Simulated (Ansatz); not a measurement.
Input and output of a self-consistent single point for CaNi₂ (P1, 6 atoms in the cell) (Ansatz, an electronic-structure program).

Method of the run: PBEsol, PAW files made with PBE (plane waves; Ansatz).

The change in words: atoms moved at random. Reference geometry:
```xyz
6
Lattice="0.0000 3.5000 3.5000 3.5000 0.0000 3.5000 3.5000 3.5000 0.0000" Properties=species:S:1:pos:R:3 pbc="T T T"
Ca     0.0000     0.0000     0.0000
Ca     1.7500     1.7500     1.7500
Ni     4.3750     4.3750     4.3750
Ni     4.3750     2.6250     2.6250
Ni     2.6250     2.6250     4.3750
Ni     2.6250     4.3750     2.6250
```

Reference input (self-consistent single point, DFT, PBEsol, plane waves, PAW files made with PBE): basis.ecutwfc = 420 eV; kpoints.mp_grid.grid = 6 6 6; hamiltonian.xc = pbesol; hamiltonian.pseudopotentials = {kind: paw} (the program's default PAW files); scf.occupations.method = fermi_dirac; scf.occupations.width = 0.1 eV. This run's input differs from it in these lines:

Ansatz 0.2 input:
```diff
@@ -7,8 +7,8 @@
   atoms:
-    - { symbol: Ca, position: [0.000000, 0.000000, 0.000000] }
-    - { symbol: Ca, position: [0.250000, 0.250000, 0.250000] }
-    - { symbol: Ni, position: [0.625000, 0.625000, 0.625000] }
-    - { symbol: Ni, position: [0.125000, 0.625000, 0.625000] }
-    - { symbol: Ni, position: [0.625000, 0.625000, 0.125000] }
-    - { symbol: Ni, position: [0.625000, 0.125000, 0.625000] }
+    - { symbol: Ca, position: [-0.004888, -0.009005, 0.005062] }
+    - { symbol: Ca, position: [0.246149, 0.246551, 0.240482] }
+    - { symbol: Ni, position: [0.630816, 0.619382, 0.639671] }
+    - { symbol: Ni, position: [0.133696, 0.641305, 0.625366] }
+    - { symbol: Ni, position: [0.622275, 0.629412, 0.116880] }
+    - { symbol: Ni, position: [0.621951, 0.122356, 0.622540] }
 basis:
```

Log, with long lists cut:

```
SCF iter   1: F=—  HF=-26810.543973 eV  |F-HF|=—  |Δ(HF+E_count)|=         —  Δρ=1.81e-1  dr2=2.45e1  ethr=3.10e-3  ⟨swp⟩=8.7  Hψ=28276  notcnv=0
all-band conjugate gradients solve this SCF's bands
preconditioner: auto → Kerker (q_TF=auto, 2.760 Å⁻¹)
SCF iter   2: F=—  HF=-26808.622882 eV  |F-HF|=—  |Δ(HF+E_count)|=    1.92e0  Δρ=4.85e-2  dr2=2.04e0  ethr=3.10e-3  ⟨swp⟩=3.1  Hψ=10698  notcnv=0
   [... lines left out ...]
SCF iter   7: F=—  HF=-26808.427345 eV  |F-HF|=—  |Δ(HF+E_count)|=   1.89e-5  Δρ=1.79e-4  dr2=3.55e-5  ethr=1.08e-7  ⟨swp⟩=1.5  Hψ=6341  notcnv=0  defer=7
SCF iter   8: F=—  HF=-26808.427342 eV  |F-HF|=—  |Δ(HF+E_count)|=   3.73e-6  Δρ=6.96e-5  dr2=4.95e-6  ethr=3.86e-8  ⟨swp⟩=1.0  Hψ=6213  notcnv=0  defer=7
SCF iter   9: F=—  HF=-26808.427341 eV  |F-HF|=—  |Δ(HF+E_count)|=   6.73e-7  Δρ=2.07e-5  dr2=3.05e-7  ethr=5.38e-9  ⟨swp⟩=2.0  Hψ=8091  notcnv=0  defer=7
SCF iter  10: F=-26808.427341 eV  HF=-26808.427341 eV  |F-HF|=8.96e-9  |Δ(HF+E_count)|=   3.80e-8  Δρ=5.89e-6  dr2=2.24e-8  ethr=1.09e-10  ⟨swp⟩=5.7  Hψ=24588  notcnv=0
SCF 1 converged in 10 iterations: F = -26808.427341 eV  dr2 = 2.24e-8
Free energy (F): -26808.427341 eV
Internal energy: -26808.264894 eV  (E = F + TS)
E sigma→0 (E₀):  -26808.346117 eV
Entropy (-TS):   -0.162447 eV (-27.075 meV/atom)
Fermi energy:    14.222322 eV
--- Forces (eV/Å), atoms counted from 1 ---
  atom   1  Ca     0.11926276    -0.07509438     0.23709164
  atom   2  Ca     0.34805270     0.27764623     0.07422533
  atom   3  Ni    -0.35660684    -0.43173739     0.05530884
  atom   4  Ni    -0.50696150    -0.15285584    -0.50152501
  atom   5  Ni     0.18935553     0.44462526    -0.15261729
  atom   6  Ni     0.20689577    -0.06258572     0.28751172
--- Stress (GPa, compression-positive) ---
        3.844970       0.221148       0.366803
        0.221148       3.668876       0.022455
        0.366803       0.022456       3.534317
  P = ⅓ Tr σ = 3.6827 GPa (36.827 kbar)
  The stress holds the Pulay correction. Without it, at fixed plane waves, as pw.x and ABINIT print it: P = 3.6473 GPa
```

The run converged in 10 iterations. Against the reference run the free energy rises by 16.2 meV/atom, the pressure goes from 3.25 to 3.68 GPa and the largest force goes from 0.000 to 0.729 eV/Å.

The starting cell comes from a database of computed structures (which also holds hypothetical and non-ambient phases and stackings), without a prior relaxation at this level. Its lattice was rescaled by a random factor within 2.5 % of one. For this run, on top of that: atoms moved at random. Spin polarisation is off. With a pressure of about 4 GPa the cell is away from its equilibrium volume at this level. Ansatz's pressure includes its estimate of the finite-basis (Pulay) stress.
